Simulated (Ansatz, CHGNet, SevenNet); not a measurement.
AlB2-type HfB2: properties by level of theory

Reference values: lattice constant a 3.14 Å (measured, temperature not stated, copied from a table, unchecked, no zero-point or thermal correction; as tabulated in Journal of Nuclear Materials 21, 14 (1967)); lattice parameter c 3.48 Å (measured, temperature not stated, copied from a table, unchecked, not corrected to a static lattice; as tabulated in Journal of Nuclear Materials 21, 14 (1967)).

| level (code) | lattice constant a (Å) | c axis length (Å) |
|---|---|---|
| CHGNet 0.3.0 | 3.144 | ? |
| SevenNet-l3i5 | 3.147 | 3.487 |
| r²SCAN (Ansatz) | 3.136 | 3.479 |
| HSE06 (Ansatz) | 3.135 | 3.478 |
| PBE0 (Ansatz) | 3.134 | 3.477 |
| Hartree–Fock (Ansatz) | 3.175 | 3.577 |

Task: Fill in the missing entries.

Result: 
- CHGNet 0.3.0, c axis length (Å): 3.500

Differences from the reference values (errors of the level alone only where the reference is corrected to a static lattice):

| level | lattice constant a (%) | lattice parameter c (%) |
|---|---|---|
| CHGNet 0.3.0 | +0.13 | +0.57 |
| SevenNet-l3i5 | +0.22 | +0.20 |
| r²SCAN | -0.13 | -0.03 |
| HSE06 | -0.16 | -0.06 |
| PBE0 | -0.19 | -0.09 |
| Hartree–Fock | +1.11 | +2.79 |

Nearest: lattice constant a, not ranked (reference at room or unstated temperature); lattice parameter c, not ranked (reference at room or unstated temperature).

Machine-learned potentials (CHGNet 0.3.0, SevenNet-l3i5) are trained on DFT data: a solid inside that data is no test of them.

Ansatz's density-functional and Hartree–Fock values are scalar-relativistic unless marked +SOC, with PAW data made under PBE.

Differences are worked out from the printed values.

Ansatz is a quantum-chemistry and plane-wave program.
